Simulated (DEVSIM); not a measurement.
Device: illuminated In0.53Ga0.47As p-on-n cell, one wavelength, at 300 K.

| layer (left to right) | material | thickness (μm) | Nd (cm⁻³) | Na (cm⁻³) | τn (s) | τp (s) | absorption coefficient (cm⁻¹) |
|---|---|---|---|---|---|---|---|
| 1 | In0.53Ga0.47As | 0.0730 | - | 6.4e17 | 2.1e-8 | 8.7e-9 | 46000 |
| 2 | In0.53Ga0.47As | 3.00 | 3e15 | - | 4.6e-8 | 4.6e-8 | 46000 |

Left contact: ohmic, minority electron recombination velocity 10000 cm/s. Right contact: ohmic, minority hole recombination velocity 3e6 cm/s. Voltage is applied to the left contact. Recombination: SRH at mid-gap, radiative, Auger. Light enters at the left, 1.8e17 photons cm⁻² s⁻¹, one pass, no reflection. Mobility is μmin + (μ − μmin)/(1 + (N/Nref)^α).

Constants are typed, rounded textbook-type inputs, not results; the design itself was drawn at random and stands for no fabricated device. Values at 300 K.

```
parameter      In0.53Ga0.47As
-------------  --------------
gap (eV)                 0.74
affinity (eV)            4.51
permittivity             13.9
Nc (cm⁻³)              2.1e17
Nv (cm⁻³)              7.7e18
μn (cm²/Vs)             12000
μp (cm²/Vs)               300
μn,min                    300
μp,min                     10
Nref,n                 1.3e17
Nref,p                 4.9e17
αn                       0.48
αp                        0.4
B (cm³/s)             9.6e-11
Cn (cm⁶/s)              5e-29
Cp (cm⁶/s)              5e-29
```

Simulated with DEVSIM: 1D drift-diffusion, Boltzmann statistics, complete ionisation; no tunnelling, impact ionisation, image-force lowering or self-heating.

The doping Na of layer 1 was swept, all else fixed.

```
doping Na of layer 1 (cm^-3)  dark forward voltage at 100 A/cm² (V)  potential step across the device at zero bias (V)  largest field in the device at zero bias (V/cm)
----------------------------  -------------------------------------  -------------------------------------------------  -----------------------------------------------
1.9e16                                                        0.510                                              0.475                                            17000
6.4e16                                                        0.515                                              0.506                                            20000
1.9e17                                                        0.517                                              0.534                                            27000
6.4e17                                                        0.518                                              0.566                                            43000
1.9e18                                                        0.518                                              0.594                                            71000
```

From the first row to the last the dark forward voltage at 100 A/cm² goes from 0.510 to 0.518. From the first row to the last the potential step across the device at zero bias goes from 0.475 to 0.594.
